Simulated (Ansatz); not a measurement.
Consider CoPdO$_{2}$ (space group R-3m, No. 166; a = 2.8621 Å, c = 17.8399 Å (hexagonal axes); non-magnetic).

The values are results of PBE (Ansatz, a program for electronic structure; PAW; 420 eV plane waves; spin-orbit coupling left out), earlier PAW set, not measurements.

Base values:

The volume per atom comes out as 10.55 Å³. The c/a ratio comes out as 6.233.

Perturbation: cell and atoms relaxed at a pressure of 5 GPa.

### Question
Predict the new volume per atom.

### Answer
The volume per atom falls by 0.251 Å³, from 10.55 Å³ to 10.29 Å³.

### Question
Predict the new c/a ratio.

### Answer
The c/a ratio rises by 0.036 (6.233 → 6.269).

Load acts through the strain it causes; cell and atoms are relaxed under it. Stability against distortions was not tested. Competing high-pressure phases were not computed. Starting moments died away, wholly or in part, for the base; another magnetic solution may exist. No Hubbard U is applied and the magnetic state is the run's own (CoPdO2 not spin-polarised; CoPdO2 non-magnetic); small cells can't hold the antiferromagnetic order that many such compounds have, so gaps and moments can be off. All final runs are without spin polarisation. An odd electron count without spin: CoPdO2.
